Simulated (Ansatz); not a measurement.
# Cu: pressure 4.5 GPa

The reference is Cu in the fcc (Cu type) structure (space group Fm-3m, No. 225; a = 3.564 Å).

One thing is altered: cell and atoms relaxed at a pressure of 4.5 GPa.

Level of theory: PBEsol, PAW, 420 eV (Ansatz, a first-principles code; no SOC). Settings: 22×22×22 k-points, 0.05 eV Fermi–Dirac smearing.

```tsv
quantity	base	changed	shift
volume per atom	11.32 Å³	11.03 Å³	-0.281 Å³
density	9.33 g/cm³	9.56 g/cm³	+0.237 g/cm³
lattice parameter a	6.735 bohr	6.678 bohr	-0.0562 bohr
shortest interatomic distance	4.762 bohr	4.722 bohr	-0.040 bohr
enthalpy H = E + PV relative to the base's energy	–	+0.31 eV/atom	–
band gap	zero	zero	–
```

Load acts through the strain it causes; cell and atoms are relaxed under it. Whether these cells are dynamically stable was not tested. All final runs are without spin polarisation.
